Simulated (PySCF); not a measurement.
PySCF 2.14.0, TPSSH/def2-svp, df: Ge(Me)(Vi)2(OH) (C=[CH][Ge]([CH3])([OH])[CH]=C), 17 atoms. The geometry is a generated start, not checked to be a minimum at this level.

| Quantity | Value |
|---|---|
| task | energy |
| method | tpssh |
| basis | def2-svp |
| two-electron scheme | density fitting |
| mol.max_memory | 3000 MB |
| mf.max_cycle | 100 |
| mf.conv_tol | 1e-09 (default) |
| mf.grids.level | 3 (default) |
| basis functions | 166 |
| grid points | 203392 |

```xyz
17

C      1.8551    -1.7391    -0.5762
C      1.5843    -0.4594    -0.7596
Ge     0.1825     0.5188     0.2455
C     -0.6262     1.9642    -0.8782
O      0.9589     1.2663     1.6506
C     -1.1059    -0.6587     1.1472
C     -2.1572    -1.2159     0.5746
H      2.6325    -2.2566    -1.1188
H      1.2989    -2.3304     0.1356
H      2.1553     0.1072    -1.4859
H     -0.2997     2.9403    -0.5331
H     -1.7087     1.9278    -0.8091
H     -0.3470     1.8528    -1.9207
H      1.7126     1.8266     1.4858
H     -0.9100    -0.8323     2.1961
H     -2.3841    -1.0596    -0.4685
H     -2.8413    -1.8522     1.1147
```

With the defaults (mf.DIIS = CDIIS, mf.diis = true, mf.level_shift = 0, mf.diis_space = 8, mf.init_guess = minao, mf.damp = 0, mf.diis_start_cycle = 1) it converges in 13 Fock builds. One run each on 2 threads, 1 BLAS thread, with these changes:
- mf.diis_space = 5
- mf.damp = 0.3, mf.diis_start_cycle = 4
- mf.level_shift = 0.3 Hartree
- mf.DIIS = EDIIS
- mf.level_shift = 0.1 Hartree
- mf.init_guess = huckel
- mf.diis = false
- mf.init_guess = mod_huckel
- mf.diis_space = 20

Q: Name the settings that don't reach the solution of the defaults.

A: No convergence: mf.DIIS = EDIIS; mf.diis = false (the run ends without SCF convergence in 100 cycles). The rest reach the solution of the defaults.

| setting | Fock builds | end |
|---|---|---|
| mf.level_shift = 0.1 Hartree | 12 | same solution |
| the defaults | 13 | same solution |
| mf.diis_space = 20 | 13 | same solution |
| mf.diis_space = 5 | 15 | same solution |
| mf.level_shift = 0.3 Hartree | 15 | same solution |
| mf.init_guess = mod_huckel | 17 | same solution |
| mf.init_guess = huckel | 17 | same solution |
| mf.damp = 0.3, mf.diis_start_cycle = 4 | 17 | same solution |
| mf.DIIS = EDIIS | 101 | no convergence |
| mf.diis = false | 101 | no convergence |
